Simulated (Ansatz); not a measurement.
## Effect of biaxial strain +3.00 %, plane normal [001], relaxed out of plane on Ti

Base system: Ti in the hcp (Mg type) structure (space group P6_3/mmc, No. 194; a = 2.864 Å, c = 4.537 Å; relaxed with 0.1 eV smearing). Axes: x lies along a and z along c of the hexagonal cell.

Modification: biaxial strain +3.00 %, plane normal [001], relaxed out of plane (Cartesian); in-plane vectors clamped, the third vector and the atoms free.

All numbers come from plane-wave PAW DFT at the LDA level (Ansatz, a program for electronic structure, 420 eV), no SOC. Γ-centred 23×23×13 mesh, Fermi–Dirac width 0.1 eV.

```
quantity                                     base             changed     shift
-----------------------------  ------------------  ------------------  --------
volume per atom                          16.12 Å³            16.65 Å³  +0.53 Å³
space group                    P6_3/mmc (No. 194)  P6_3/mmc (No. 194)         –
shortest interatomic distance             2.807 Å             2.789 Å  -0.018 Å
band gap                                     zero                zero         –
out-of-plane strain                             –             -2.64 %         –
ratio −ε⊥/ε∥                                    –                0.88         –
```

Final structure (turned so that z lies along the plane normal):

```
CELL_PARAMETERS angstrom
      2.95032     0.00000     0.00000
      1.47516     2.55505     0.00000
      0.00000     0.00000     4.41759
ATOMIC_POSITIONS crystal
  Ti 0.66667 0.66667 0.75000
  Ti 0.33333 0.33333 0.25000
```

No phonon test of stability was made. All final runs are without spin polarisation.
